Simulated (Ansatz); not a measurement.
**BN: stress against strain**

BN (wurtzite, P6_3mc, 5.876 Å³/atom at rest, c along z) under a strain ε along c (axis z), the other axes held. PBEsol in Ansatz, a plane-wave DFT program (PAW, default set), 420 eV, 15×15×8 Γ-centred mesh, Fermi-Dirac smearing 0.05 eV; ions are relaxed within the symmetry of each cell. Stress is positive for a compressed cell.

Here s stands for strain and y for stress zz.

| strain (%) | stress zz (GPa) |
|---|---|
| -1.20 | 13.08 |
| -0.60 | 6.41 |
| 0.00 | 0.00 |
| 0.60 | -6.15 |
| 1.20 | -12.02 |
| 3.00 | ? |

The 5 complete rows are fitted with a straight line, y against s. Means: s 0, y 0.264. About the means, the sum of products is -37.656 and the sum of squares of s is 3.6000; the slope is their ratio. Least squares gives y = 0.264 - 10.4600·s. Residuals (row less fit): 0.264, -0.130, -0.264, -0.138, 0.268; standard error 0.287 (degrees of freedom: 3). The slope gives the elastic constant C33 = 1046 ± 15 GPa.

Task: Estimate the missing y (s = 3.00); what did the run itself give?

Result: y = 0.264 - 10.4600 × 3.0 = -31.116 GPa. The calculation gives -27.97 GPa, 3.146 GPa above the prediction (7.7 % of the range of y in the table). The row lies outside the fitted rows, so this is an extrapolation. From the scatter of the fitted rows alone, a prediction at this place has a standard error of 0.552 GPa, so the miss is 5.7 times that.

One order more, fitted to all 11 runs of the series, follows each within 0.03, so the miss is the next term of a smooth law. BN is here a metastable high-pressure form. Rows are the converged runs of the series near zero and its far end; series whose fitted rows scatter by over a few per cent of the range, as at a crossing or softening among them, aren't shown in this form. Most that stay on the fit to the last digits aren't either.
